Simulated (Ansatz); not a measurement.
Take BaO in the zinc blende structure (space group F-43m, No. 216; a = 5.8614 Å; a hypothetical phase, not in the database extracts checked) as the base. Axes: x, y, z lie along the cube axes.

Method: PBEsol (Ansatz, a first-principles code, PAW, without spin-orbit coupling).

A first run, uniaxial strain ε_yy = −2.27 %, gives secant values C11 ≈ 61 GPa and C12 ≈ 55 GPa from its stress. A second run applies biaxial strain −2.57 %, plane normal [001], relaxed out of plane.

Problem. What does linear elasticity predict for −ε⊥/ε∥ in the second run, and what does the run give?

Solution. Linear elasticity: 2 C12/C11 = 1.80. The run gives 1.57; any difference comes from nonlinear terms at these strains and numerical noise.

Stability against distortions was not tested.
